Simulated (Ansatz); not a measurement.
Consider ZnSe in the zinc blende structure (space group F-43m, No. 216; a = 5.6661 Å).

Levels (all Ansatz, a quantum-chemistry and plane-wave program, PAW, earlier PAW set): r2SCAN (500 eV, spin-orbit coupling left out); HSE06 (420 eV, no spin-orbit coupling).

The geometry is relaxed with r2SCAN.

```
Quantity           Value
---------------  -------
r2SCAN band gap  1.86 eV
```

Problem. What does HSE06 give at this geometry for the band gap?

Solution. The band gap goes up by 0.553 eV to 2.42 eV.

Single points use the geometry relaxed with r2SCAN. Stability against distortions was not tested.
